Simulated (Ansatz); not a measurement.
The starting structures come from a database of crystals and need not be the phases stable at ambient conditions.

Tunnelling through a barrier is set by its complex band structure: the current falls as exp(−2κd) with the smallest κ.

```xyz
14
Lattice="5.5199 0.0000 0.0364 0.0000 5.9034 0.0000 1.3143 0.0000 7.0539" Properties=species:S:1:pos:R:3 pbc="T T T"
Cs     6.4140     4.4275     5.0945
Cs     0.4201     1.4758     1.9959
H      2.7599     2.9517     0.0182
H      2.7599     0.0000     0.0182
S      3.5226     1.4758     5.3664
S      3.3115     4.4275     1.7239
O      3.6117     3.1980     0.8405
O      3.2224     2.7053     6.2499
O      3.2224     0.2464     6.2499
O      3.6117     5.6570     0.8405
O      2.5770     1.4758     4.2589
O      4.2571     4.4275     2.8315
O      1.8890     4.4275     2.0835
O      4.9451     1.4758     5.0068
```

Space group of this cell: P2_1/m. The cell was relaxed by PBE-D3(BJ); by r2SCAN its mean pressure is -2.3 GPa.

Transport runs along the normal of the first two printed cell vectors.

No gap correction and no spin-orbit coupling; mid-gap values are interpolated between computed energies.

### Question
Estimate the band gap and the smallest decay constant κ at mid-gap that Ansatz (an electronic-structure program) with r2SCAN returns for this system.

### Answer
Gap 6.38 eV on a 6×6×4 mesh; κ = 0.506 1/Å, at the zone centre.
